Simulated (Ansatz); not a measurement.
ZnSe, response to strain

Base system: ZnSe in the zinc blende structure (space group F-43m, No. 216; a = 5.733 Å).

Strains are applied to the cell and any free atomic positions relax.

Computed with PBE (Ansatz, a first-principles code; PAW; 420 eV plane waves; no spin-orbit coupling).

Candidates:
(a) isotropic strain −3.00 %
(b) isotropic strain +1.50 %
(c) isotropic strain +2.50 %
(d) isotropic strain −0.50 %
(e) isotropic strain −1.00 %

For the base:

- Band gap: 1.15 eV

Question: Order them by band gap, lowest first.

Answer: (c) isotropic strain +2.50 % (0.87 eV), (b) isotropic strain +1.50 % (0.98 eV), (d) isotropic strain −0.50 % (1.21 eV), (e) isotropic strain −1.00 % (1.27 eV), (a) isotropic strain −3.00 % (1.52 eV)

Stability against distortions was not tested.
